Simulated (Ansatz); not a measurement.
Reference: PtAl2 (Fm-3m), PBEsol, DFPT electron-phonon coupling, linearised Boltzmann equation (plane waves, PAW, scalar-relativistic; Ansatz, a first-principles code); geometry: relaxed with this functional, without spin-orbit coupling.

```cif
data_Al2Pt
_chemical_formula_sum 'Al2 Pt1'
_space_group_name_H-M_alt 'P 1'
_space_group_IT_number 1
_cell_length_a 4.16927
_cell_length_b 4.16927
_cell_length_c 4.16927
_cell_angle_alpha 60.000
_cell_angle_beta 60.000
_cell_angle_gamma 60.000
loop_
_space_group_symop_operation_xyz
  'x, y, z'
loop_
_atom_site_label
_atom_site_type_symbol
_atom_site_fract_x
_atom_site_fract_y
_atom_site_fract_z
_atom_site_occupancy
Al1 Al 0.25000 0.25000 0.25000 1
Al2 Al 0.75000 0.75000 0.75000 1
Pt1 Pt 0.00000 0.00000 0.00000 1
```

The resistivity at 300 K comes out as 6.8 μΩ·cm. The mean free path at 300 K is 13.5 nm and the electron-phonon coupling λ is 0.40. The logarithmic mean phonon energy comes out as 15.6 meV.

### Question
Swap Pt for Pd, keeping the structure type. How do these values move?

### Answer
PdAl2 (Fm-3m): volume per atom 17.1 to 17.0 Å³; resistivity at 300 K stays about the same (6.8 μΩ·cm to 6.2 μΩ·cm); mean free path at 300 K stays about the same (13.5 nm to 13.5 nm); electron-phonon coupling λ stays about the same (0.40 to 0.38); logarithmic mean phonon energy rises (15.6 meV to 17.5 meV).

### Question
Swap Al for Sn, keeping the structure type. How do these values move?

### Answer
PtSn2 (Fm-3m): volume per atom 17.1 to 22.4 Å³; resistivity at 300 K rises (6.8 μΩ·cm to 11.9 μΩ·cm); mean free path at 300 K stays about the same (13.5 nm to 13.5 nm); electron-phonon coupling λ falls (0.40 to 0.34); logarithmic mean phonon energy falls (15.6 meV to 9.3 meV).

### Question
Replace Pt by Au on the same sites and relax. What happens?

### Answer
AuAl$_{2}$ (Fm-3m): volume per atom 17.1 to 18.0 Å³; resistivity at 300 K falls (6.8 μΩ·cm to 6.0 μΩ·cm); mean free path at 300 K rises (13.5 nm to 18.6 nm); electron-phonon coupling λ falls (0.40 to 0.33); logarithmic mean phonon energy rises (15.6 meV to 18.2 meV).

Moves up to 11 % count as about the same. Metals; harmonic phonons alone scatter; means over directions. The mean free path is weighted by the current that each state carries. Halving the electron mesh moves these values by up to 8 %; q meshes are mostly untested. Some of the runs warned that the eigensolver left states short of its tolerance. Spin-orbit coupling is left out.

Formula and space group known from diffraction (Crystallography Open Database), not checked to be the room-temperature form: PtSn2 (Fm-3m). Computed structure with no diffraction record at hand here (it may be known, metastable or hypothetical): PdAl2 (Fm-3m). The missing spin-orbit coupling matters most for AuAl2 (Fm-3m), PtAl2 (Fm-3m), PtSn2 (Fm-3m).
